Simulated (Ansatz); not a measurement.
# Predicting one run from its neighbours: the energy against the vacuum, a (100) slab of La (cut from a parent of space group no. 194; 12 atoms in the cell)

```yaml
crystal:
  lattice:
    - [3.75115, 0.00000, 0.00000]
    - [0.00000, 12.09920, 0.00000]
    - [0.00000, 0.00000, 38.66289]
  atoms:
    - { symbol: La, position: [0.50000, 0.00000, 0.41598] }
    - { symbol: La, position: [0.50000, 0.50000, 0.41598] }
    - { symbol: La, position: [0.00000, 0.75000, 0.38797] }
    - { symbol: La, position: [0.00000, 0.25000, 0.44398] }
    - { symbol: La, position: [0.00000, 0.00000, 0.50000] }
    - { symbol: La, position: [0.00000, 0.50000, 0.50000] }
    - { symbol: La, position: [0.50000, 0.75000, 0.47199] }
    - { symbol: La, position: [0.50000, 0.25000, 0.52801] }
    - { symbol: La, position: [0.50000, 0.00000, 0.58403] }
    - { symbol: La, position: [0.50000, 0.50000, 0.58403] }
    - { symbol: La, position: [0.00000, 0.75000, 0.55602] }
    - { symbol: La, position: [0.00000, 0.25000, 0.61203] }
```

Method: PBEsol, default PAW files made with PBE (plane waves; Ansatz, a first-principles code).

Base settings: basis.ecutwfc = 420 eV; kpoints.mp_grid.grid = 4 2 1; hamiltonian.xc = pbesol; hamiltonian.pseudopotentials = {kind: paw} (the program's default PAW files); scf.occupations.method = fermi_dirac; scf.occupations.width = 0.1 eV.

The last step of the ladder, which sets the zero, is vacuum between outermost atoms (Å) = 30.0.

The starting cell has typed, rounded lattice constants, without a prior relaxation at this level. The slab is cut from that crystal, and its faces are unrelaxed. Its lattice was rescaled by up to half a per cent. Without a gap this mesh is coarse (it stands for a supercell whose shortest in-plane vector is 15 Å).

The differences are negative here: closer images bind.

An empirical form: the interaction of two facing surfaces decays exponentially with the gap, by the tails of the wave functions or, on ionic faces, by the in-plane pattern of charges: ln|ΔF| = a + b·d. One k-point is taken across the vacuum.

| vacuum (Å) | size of F less the last step's (meV/atom) | ln of it |
|---|---|---|
| 4.0 | 60.24 | 4.098 |
| 5.0 | 20.64 | 3.027 |
| 6.0 | ? | ? |
| 7.0 | 1.55 | 0.438 |
| 8.0 | 0.59 | -0.528 |

Task: Fit the line to the 4 rows given and predict the withheld one.

Result: Means: x̄ = 6.0000, ȳ = 1.7588. Σ(x − x̄)(y − ȳ) = -11.84 and Σ(x − x̄)² = 10.00, so b = -1.184 and a = ȳ − b·x̄ = 8.8628; the decay length is 0.84 Å. The largest residual of the fitted rows is 0.14. At x = 6.0 the line gives 1.759, that is 5.81 meV/atom. The run gave 5.65 meV/atom, a miss of 0.16 meV/atom (3 %). The table is a window of a longer ladder. The rows were chosen because the form fits them, the withheld one included, so this shows the method and is no test of the form.

Left out of this page: 4 runs of the series outside the window shown, repeating another row's setting, or not comparable.

Keys are those of Ansatz 0.2.
